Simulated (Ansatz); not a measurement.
A self-consistent single point of a (110) slab of Mo (cut from a parent of space group no. 229; 5 atoms in the cell) with Ansatz (a first-principles code).

Level of theory: LDA (PW92), default PAW files made with PBE (plane waves; Ansatz).

```yaml
crystal:
  lattice:
    - [2.71434, 0.00000, 0.00000]
    - [-3.61912, 2.55910, 0.00000]
    - [0.00000, 0.00000, 22.86500]
  atoms:
    - { symbol: Mo, position: [0.00000, 0.00000, 0.30615] }
    - { symbol: Mo, position: [0.00000, 0.50000, 0.40307] }
    - { symbol: Mo, position: [0.00000, 0.00000, 0.50000] }
    - { symbol: Mo, position: [0.00000, 0.50000, 0.59693] }
    - { symbol: Mo, position: [0.00000, 0.00000, 0.69385] }
```

Reference input (self-consistent single point, DFT, LDA (PW92), plane waves, default PAW files made with PBE): basis.ecutwfc = 30.9 Ry; kpoints.mp_grid.grid = 10 10 1; hamiltonian.xc = lda; hamiltonian.pseudopotentials = {kind: paw} (the program's default PAW files); scf.occupations.method = fermi_dirac; scf.occupations.width = 0.0073 Ry. This run's input differs from it in these lines:

Ansatz 0.2 input:
```diff
@@ -13,3 +13,3 @@
 basis:
-  ecutwfc: 30.9 Ry
+  ecutwfc: 15.4 Ry
 kpoints:
```

The program printed (abridged):

```
SCF iter   1: F=—  HF=-24198.299901 eV  |F-HF|=—  |Δ(HF+E_count)|=         —  Δρ=4.07e-2  dr2=1.36e0  ethr=1.77e-3  ⟨swp⟩=8.1  Hψ=12977  notcnv=0  defer=10
all-band conjugate gradients solve this SCF's bands
automatic band count: the SCF goes on with 49 bands, as 42 were too few: the levels above may hold too much charge
preconditioner: auto → LDOS
SCF iter   2: F=—  HF=-24197.884802 eV  |F-HF|=—  |Δ(HF+E_count)|=   4.15e-1  Δρ=1.97e-2  dr2=5.72e-1  ethr=1.77e-3  ⟨swp⟩=2.3  Hψ=3296  notcnv=0  defer=23
   [... lines left out ...]
SCF iter   5: F=—  HF=-24197.649047 eV  |F-HF|=—  |Δ(HF+E_count)|=   2.28e-4  Δρ=2.05e-4  dr2=7.72e-5  ethr=1.52e-6  ⟨swp⟩=2.5  Hψ=2329  notcnv=0  defer=23
SCF iter   6: F=—  HF=-24197.649024 eV  |F-HF|=—  |Δ(HF+E_count)|=   2.32e-5  Δρ=5.44e-5  dr2=6.75e-6  ethr=1.10e-7  ⟨swp⟩=2.6  Hψ=2801  notcnv=0  defer=23
SCF iter   7: F=—  HF=-24197.649022 eV  |F-HF|=—  |Δ(HF+E_count)|=   1.79e-6  Δρ=1.06e-5  dr2=2.23e-7  ethr=9.64e-9  ⟨swp⟩=3.3  Hψ=3064  notcnv=0  defer=23
SCF iter   8: F=-24197.649022 eV  HF=-24197.649022 eV  |F-HF|=5.06e-9  |Δ(HF+E_count)|=   2.90e-8  Δρ=3.39e-6  dr2=2.19e-8  ethr=1.43e-10  ⟨swp⟩=9.9  Hψ=6120  notcnv=0
SCF 1 converged in 8 iterations: F = -24197.649022 eV  dr2 = 2.19e-8
Free energy (F): -24197.649022 eV
Internal energy: -24197.490268 eV  (E = F + TS)
E sigma→0 (E₀):  -24197.569645 eV
Entropy (-TS):   -0.158755 eV (-31.751 meV/atom)
Fermi energy:    7.839441 eV
--- Forces (eV/Å), atoms counted from 1 ---
  atom   1  Mo    -0.00000000    -0.00000000     0.60268354
  atom   2  Mo     0.00000000    -0.00000000    -0.52598781
  atom   3  Mo    -0.00000000     0.00000000     0.00000000
  atom   4  Mo    -0.00000000     0.00000000     0.52598781
  atom   5  Mo     0.00000000     0.00000000    -0.60268354
--- Stress (GPa, compression-positive) ---
       -5.304663       0.217385      -0.000000
        0.217385      -5.150948      -0.000000
       -0.000000      -0.000000      -2.566136
  P = ⅓ Tr σ = -4.3406 GPa (-43.406 kbar)
  The stress holds the Pulay correction. Without it, at fixed plane waves, as pw.x and ABINIT print it: P = -74.6372 GPa
```

The run converged in 8 iterations. Against the reference run the free energy rises by 2.75 eV/atom and the largest force goes from 0.880 to 0.603 eV/Å.

The starting cell has typed, rounded lattice constants, without a prior relaxation at this level. The slab is cut from that crystal, and its faces are unrelaxed. Its lattice was rescaled by up to half a per cent. Spin polarisation is off. The cutoff lies below the one recommended for these files.
